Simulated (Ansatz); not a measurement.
## The (111)B surface of 3C silicon carbide, C-terminated, Br on every top atom (bottom of the slab: 1 H on 1 bottom site)

Calculation: PBE (plane waves to 420 eV, PAW; Ansatz, an electronic-structure program).

Slab: 10 atoms, 11.7 Å thick at the start with caps and adatoms (thin: gaps and levels are the slab's own); k 10x10x1, smearing 0.025 eV, dipole-corrected; 2 atoms held, the rest relaxed; start symmetry kept, larger cells not searched; no spin (no spin-polarised run to compare, though such a face may carry moments), no spin-orbit, no U. The slab shows no gap on its mesh. It is one candidate, not shown to be the stable structure of the face.

```json
{
  "work_function_of_the_top_face": "3.17 eV",
  "energy_released_by_relaxation": "0.015 eV",
  "cost": "around 40 core-seconds (rough)"
}
```
